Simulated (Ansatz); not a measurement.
Structure of amorphous Ti$_{20}$O$_{43}$Sc$_{2}$ (periodic cell):

```xyz
65
Lattice="9.1828 0.0038 -0.2166 0.0038 9.2970 0.2697 -0.2166 0.2697 9.3881" Properties=species:S:1:pos:R:3 pbc="T T T"
Ti     0.9267     5.0178     4.6225
Ti     8.1404     1.6112     7.6068
Ti     5.1748     2.9338     1.2215
Ti     4.2007     4.4152     3.9928
Ti     9.1452     2.5901     1.4135
Ti    -0.0634     5.2526     7.5024
Ti     8.9667     7.7450     2.8152
Ti     2.1470     4.7616     1.3219
Ti     4.5986     1.5291     8.1007
Ti     7.4092     3.5327     5.2456
Ti     7.6107     5.3631     1.3351
Ti     0.6438     8.0186     9.4004
Ti     2.4455     0.5290     1.1915
Ti     6.6225     0.6340     3.2742
Ti     5.8626     5.3362     8.0053
Ti     3.0378     4.2312     7.4865
Ti     0.0336     1.2749     4.6487
Ti     6.9175     8.0752     0.3285
Ti     4.4858     7.8398     7.3533
Ti     3.8806     8.0215     4.2373
O      1.9762     9.3108     9.0417
O      1.7540     4.4999     8.8681
O      2.2863     4.5298     3.4675
O      2.0653     6.4537     1.0064
O      0.2494     4.4708     1.7195
O     -0.0872     3.3887     4.4967
O      0.1845     0.8948     6.5002
O      4.0587     4.2032     1.8192
O      8.0956     9.0212     8.6397
O      8.6074     6.9914     0.9372
O      3.3561     8.8742     2.7394
O      1.7721     2.1711     1.7556
O      1.7804     1.1086     4.5599
O      4.4448     6.2658     4.1309
O      6.9397     3.5966     1.2401
O      5.0457     8.8045     8.9292
O      6.8748     8.8966     1.9211
O      1.5835     4.8763     6.3208
O      6.0600     7.1673     6.8496
O      6.2378     4.6284     6.4553
O      8.7767     2.1872     9.1738
O      3.0863     8.0193     5.9084
O      7.1241     1.7530     4.9828
O      7.7457     5.2807     8.5534
O      8.2560     1.6156     2.6454
O      0.9964     6.7783     3.9137
O      8.4713     3.3454     6.8718
O      4.2939     0.4949     6.6116
O      6.3546     1.8294     7.8730
O      5.6463     8.5193     4.4329
O      3.8533     3.9775     5.6260
O      0.5770     6.9372     7.9588
O      4.1979     1.4086     0.5233
O      7.5569     6.3072     3.0152
O      6.2173     6.2508     0.4359
O      3.9638     6.0668     7.8019
O      4.7445     3.8029     8.6029
O      5.4333     1.8778     2.7727
O      8.3953     5.6122     5.5478
O      0.8698     8.8530     1.8802
O      8.4075     8.8539     4.2117
O      2.8843     2.3727     7.4740
O      6.1538     4.3427     4.0399
Sc     6.5141     6.3524     4.8323
Sc     2.2370     0.6525     6.4505
```

Method: PBE, scalar-relativistic without spin-orbit coupling (plane waves to 420 eV, PAW; Ansatz, a quantum-chemistry and plane-wave program).

The cell was made by melting and quenching with the CHGNet potential and then relaxed with DFT. O atoms were pushed apart under 1.9 Å during the dynamics, to hinder bonds among them. The hot cell started wider than the set density and was brought back towards it in steps. It is the lowest in DFT energy of 2 quenches. It is a model cell: composition and starting density were chosen by hand, and all elements were melted together. No dispersion term was used. Its density started from a set value of 3.60 and ended at 3.60 g/cm³. The simulated quench (nominally 360 K/ps over its main leg) is rapid and tends to freeze in more defects than a deposited or slowly cooled glass has. A cell of this size samples the disorder only roughly. The volume was held where the preparation left it and the shape relaxed, at a PBE pressure of 0.6 GPa. Stress components on the final sampling reach 0.7 GPa.

Neighbours within Ti-Ti 3.12 Å, Ti-O 2.58 Å, Ti-Sc 3.27 Å, O-O 1.58 Å, O-Sc 2.60 Å, Sc-Sc 3.41 Å count as bonded. Two cations that share two anions don't count as bonded, nor two that share one unless they lie closer than Ti-Ti 3.04 Å, Ti-Sc 3.18 Å, Sc-Sc 3.32 Å.

Problem. Give the coordination numbers, mean bond lengths and angles.

Solution. 
* **Mean coordination of Ti by anions**: 5.45 (1 with 4, 9 with 5, 10 with 6)
* **Mean coordination of O**: 2.84 (10 with 2, 30 with 3, 3 with 4)
* **Mean coordination of Sc by anions**: 6.50 (1 with 6, 1 with 7)
* **Mean Ti-O bond**: 1.969 Å (spread 0.152 Å, 109 counted)
* **Mean O-Sc bond**: 2.193 Å (spread 0.128 Å, 13 counted)
* **Bond angle at Ti**: mean 104.8°, spread 28.2°
* **Bond angle at O**: mean 116.4°, spread 20.8°
* **Bond angle at Sc**: mean 102.2°, spread 30.4°

Problem. List the pairs of like atoms that count as bonded by the rules above.

Solution. There are none by these rules.
